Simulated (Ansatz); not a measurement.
Base system: GaP in the zinc blende structure (space group F-43m, No. 216; a = 5.451 Å). Axes: x, y, z lie along the cube axes.

Level of theory: r2SCAN in Ansatz (plane waves to 500 eV, PAW, no spin-orbit coupling).

Before the change:

- Band gap: 1.85 eV
- Pressure: 0.00 GPa

Modification: tensile biaxial strain of 0.82 % in the plane normal to [110], as in epitaxy on a mismatched substrate; the out-of-plane cell vector and the atoms relax.

What happens to the band gap?

The band gap decreases by 0.05 eV to 1.80 eV.

What happens to the ratio −ε⊥/ε∥?

The ratio −ε⊥/ε∥ comes out as 0.48.

Estimate the effect on the pressure.

The pressure (mean of the normal stresses, compression positive) goes from zero to -1.06 GPa.

A biaxial case was relaxed in a doubled cell and then solved in the primitive one. Stability against distortions was not tested.

Ansatz is a quantum-chemistry and plane-wave program.
